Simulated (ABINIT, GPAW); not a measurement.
An ABINIT input for a self-consistent single point of YN (P-6m2, 2 atoms in the cell) (DFT, LDA (PW92), plane waves, norm-conserving pseudopotentials (PseudoDojo nc-sr-04 LDA standard)):

```
# YN, PseudoDojo nc-sr-04 LDA standard
pp_dirpath "./"
pseudos "Y.upf, N.upf"
acell 3*1.0 Angstrom
rprim
         3.3655999429    0.0000000133    0.0000000000
        -1.6827999829    2.9146950429    0.0000000000
         0.0000000000    0.0000000000    3.0633600000
natom 2
ntypat 2
znucl 39 7
typat 1 2
xred
         0.6666666667    0.3333333333    0.0000000000
         0.0000000000    0.0000000000    0.5000000000
ecut 1143 eV
ixc 7
occopt 7
tsmear 0.00367493
nband 13
kptopt 1
ngkpt 15 15 14
nshiftk 1
shiftk 0 0 0
nstep 50
tolvrs 1.0e-11
prtwf 0
prtden 0
prtvol 1
enunit 2
```

Write the same calculation as an input for GPAW.

This is the input that was run; spellings and numerical settings could be chosen otherwise.

```python
from ase import Atoms
from ase.units import GPa
from gpaw import GPAW, PW

atoms = Atoms(['Y', 'N'],
              cell=[[3.365600, 0.000000, 0.000000],
                    [-1.682800, 2.914695, 0.000000],
                    [0.000000, 0.000000, 3.063360]],
              positions=[[1.682802, 0.971564, 0.000000],
                         [0.000000, 0.000000, 1.531680]],
              pbc=True)

calc = GPAW(mode=PW(900),
            xc='LDA',
            kpts={'size': (15, 15, 14), 'gamma': True},
            occupations={'name': 'methfessel-paxton', 'width': 0.1, 'order': 0},
            nbands=-10,
            convergence={'density': 1e-05},
            symmetry={'symmorphic': False, 'tolerance': 0.0005},
            maxiter=120,
            txt='-')

atoms.calc = calc

energy = atoms.get_potential_energy()
print('Energy (eV):', round(energy, 6))
forces = atoms.get_forces()
print('Forces (eV/Ang):')
print(forces.round(5))
stress = atoms.get_stress()
print('Stress (GPa, Voigt):', (stress / GPa).round(4))
```

Basis, cutoffs, solver keys and any potentials are the target program's own. This input uses DFT LDA (Perdew-Wang 92), plane waves, GPAW PAW datasets LDA (gpaw-data 1.0.1). LDA parametrisations can differ slightly between programs.

The starting cell comes from a database of computed structures (which also holds hypothetical and non-ambient phases and stackings), without a prior relaxation at this level.
